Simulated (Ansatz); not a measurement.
## Ansatz run on AgPt2 (Fd-3m, 6 atoms in the cell): self-consistent single point

Level of theory: LDA (PW92), default PAW files made with PBE (plane waves; Ansatz, a program for electronic structure).

Input:

Ansatz 0.2 input:
```yaml
# AgPt2
crystal:
  lattice:
    - [0.000000, 3.684667, 3.684667]
    - [3.684667, 0.000000, 3.684667]
    - [3.684667, 3.684667, 0.000000]
  atoms:
    - { symbol: Pt, position: [0.125000, 0.125000, 0.125000] }
    - { symbol: Pt, position: [0.625000, 0.125000, 0.125000] }
    - { symbol: Pt, position: [0.125000, 0.625000, 0.125000] }
    - { symbol: Pt, position: [0.125000, 0.125000, 0.625000] }
    - { symbol: Ag, position: [0.750000, 0.750000, 0.750000] }
    - { symbol: Ag, position: [0.500000, 0.500000, 0.500000] }
kpoints:
  mp_grid: { grid: [5, 5, 5] }
hamiltonian:
  xc: lda
  pseudopotentials: { kind: paw }
scf:
  occupations: { method: cold, width: 0.272 eV }
output:
  forces: true
  eigenvalues: true
  stress: true
```

Output, abridged:

```
WARN basis.ecutwfc = 420 eV, the default
WARN ansatz: RAYON_NUM_THREADS=1 ignored (pool sized by the plan → 1); use --threads N
Pseudopotentials: kind: paw
Pseudopotential: Pt, paw, valence charge 18
Pseudopotential: Ag, paw, valence charge 19
Crystal: 6 atoms, lattice volume = 100.052 Å³
Basis set: ecut = 420 eV, 1917 PW (Γ)
Bands: 66, of which v1, the nominal top of the filled ones, is band 55 counted from 1 (54 counted from 0)
Symmetry: 48 space group operations
Space group: Fd-3m (ITA 227), of the structure as read, at distance tolerance 4.6e-5 Å
k-points: 10 of 125
PAW frozen core: Pt, regenerated for the run's functional, and the local potential with it
PAW frozen core: Ag, regenerated for the run's functional, and the local potential with it
Initial density: superposition of atomic densities (neutral atoms: chi_scale 0, normalization atom), corrected by the library's trained network
Initial wavefunctions: pseudopotential atomic-orbital guess
Eigensolver: davidson
Functional: x = slater, c = lda
SCF iter   1: F=—  HF=-63895.444135 eV  |F-HF|=—  |Δ(HF+E_count)|=         —  Δρ=1.00e-2  dr2=7.40e-2  ethr=1.77e-3  ⟨swp⟩=5.2  Hψ=2158  notcnv=0
all-band conjugate gradients solve this SCF's bands
preconditioner: auto → Kerker (q_TF=auto, 2.772 Å⁻¹)
SCF iter   2: F=—  HF=-63895.428438 eV  |F-HF|=—  |Δ(HF+E_count)|=   1.57e-2  S|Δr|=    0.00e0  Δρ=4.52e-3  dr2=1.50e-2  ethr=6.73e-5  ⟨swp⟩=2.1  Hψ=904  notcnv=0
SCF iter   3: F=—  HF=-63895.424064 eV  |F-HF|=—  |Δ(HF+E_count)|=   4.37e-3  S|Δr|=    0.00e0  Δρ=1.06e-3  dr2=1.35e-3  ethr=1.36e-5  ⟨swp⟩=2.1  Hψ=820  notcnv=0
SCF iter   4: F=—  HF=-63895.423739 eV  |F-HF|=—  |Δ(HF+E_count)|=   3.25e-4  S|Δr|=    0.00e0  Δρ=2.81e-4  dr2=1.76e-4  ethr=1.23e-6  ⟨swp⟩=2.1  Hψ=857  notcnv=0
SCF iter   5: F=—  HF=-63895.423692 eV  |F-HF|=—  |Δ(HF+E_count)|=   4.67e-5  S|Δr|=    0.00e0  Δρ=6.85e-5  dr2=1.14e-5  ethr=1.60e-7  ⟨swp⟩=2.0  Hψ=829  notcnv=0
SCF iter   6: F=—  HF=-63895.423701 eV  |F-HF|=—  |Δ(HF+E_count)|=   8.90e-6  S|Δr|=    0.00e0  Δρ=1.64e-5  dr2=3.32e-7  ethr=1.04e-8  ⟨swp⟩=2.0  Hψ=896  notcnv=0
SCF iter   7: F=-63895.423701 eV  HF=-63895.423701 eV  |F-HF|=9.76e-9  |Δ(HF+E_count)|=   7.67e-8  S|Δr|=    0.00e0  Δρ=4.06e-6  dr2=1.66e-8  ethr=9.09e-11  ⟨swp⟩=8.3  Hψ=2491  notcnv=0
SCF 1 converged in 7 iterations: F = -63895.423701 eV  dr2 = 1.66e-8
SCF converged after 7 iterations
Stability not checked (fill_not_monotonic)
Free energy (F): -63895.423701 eV
Harris-Foulkes:  -63895.423701 eV  (|F-HF|=9.76e-9)
Internal energy: -63895.367713 eV  (E = F + TS)
E sigma→0 (E₀):  -63895.405039 eV
Entropy (-TS):   -0.055988 eV (-9.331 meV/atom)
Fermi energy:    19.225323 eV
--- Per-component energies (eV) ---
  E_band       = -1180.222655
  E_kinetic    = 3610.819960
  E_local      = -11046.333922  (includes V_loc(G=0)·N_el)
  E_nonlocal   = 1004.516777
  E_hartree    = 4470.664549
  E_xc         = -1407.885574
  E_vxc        = -1678.765070  (∫ρ·V_xc dr)
  E_paw        = -44254.603282  (= ΣΔE_a)
  E_vpaw       = -2011.780100  (= ΣTr[D̂ρ^β])
  E_aug_tail   = 0.001188  (compensation charges beyond the density's cutoff)
  E_ewald      = -16275.852503
  E_core_change = 3.305093  (= ΣΔE_core)
  E_smearing   = -0.055988  (= −TS)
  E_closure    = -0.000000  (closes the sum)
  Σ components = -63895.423701   (vs F -63895.423701, Δ=0.00e0)
--- Forces (eV/Å), atoms counted from 1 ---
  atom   1  Pt     0.00000000    -0.00000000    -0.00000000
   [... zero for the other atoms too ...]
  max |Σ_I F_I| component: 3.90e-18 eV/Å
--- Stress (GPa, compression-positive) ---
       -4.211297       0.000000      -0.000000
        0.000000      -4.211297      -0.000000
       -0.000000       0.000000      -4.211297
  P = ⅓ Tr σ = -4.2113 GPa (-42.113 kbar)
  The stress holds the Pulay correction. Without it, at fixed plane waves, as pw.x and ABINIT print it: P = -4.2493 GPa
--- Band table (eV; the first three rows and the last of 10) ---
  k-point 0: bands = ["-79.2977", "-79.2431", "-79.2431", "-79.2431", "-71.8887", "-71.8862", "-35.4508", "-35.4508", "-35.4508", "-35.4373", "-35.4373", "-35.4373", "-34.1776", "-33.6364", "-33.6364", "-33.6364", "-33.3567", "-33.3567", "-33.1925", [...]
  k-point 1: bands = ["-79.2939", "-79.2469", "-79.2431", "-79.2431", "-71.8885", "-71.8864", "-35.4514", "-35.4514", "-35.4507", "-35.4372", "-35.4367", "-35.4367", "-34.1326", "-33.6446", "-33.6209", "-33.6209", "-33.3456", "-33.3456", "-33.2338", [...]
  k-point 2: bands = ["-79.2859", "-79.2549", "-79.2431", "-79.2431", "-71.8882", "-71.8868", "-35.4524", "-35.4524", "-35.4496", "-35.4379", "-35.4358", "-35.4358", "-34.0444", "-33.6680", "-33.5949", "-33.5949", "-33.3099", "-33.3099", "-33.3060", [...]
  k-point 9: bands = ["-79.2773", "-79.2636", "-79.2431", "-79.2431", "-71.8878", "-71.8872", "-35.4533", "-35.4532", "-35.4464", "-35.4417", "-35.4348", "-35.4344", "-33.9399", "-33.7845", "-33.5529", "-33.5440", "-33.3294", "-33.3260", "-33.2824", [...]
```

The run converged in 7 iterations.

The starting cell was generated: these elements placed on a structure prototype, without a prior relaxation; it need not be a known phase or ordering of this composition. Its lattice was rescaled by a random factor within 2.5 % of one. Spin-orbit coupling is off. Spin polarisation is off. With a pressure of about -4 GPa the cell is away from its equilibrium volume at this level. Ansatz's pressure includes its estimate of the finite-basis (Pulay) stress.
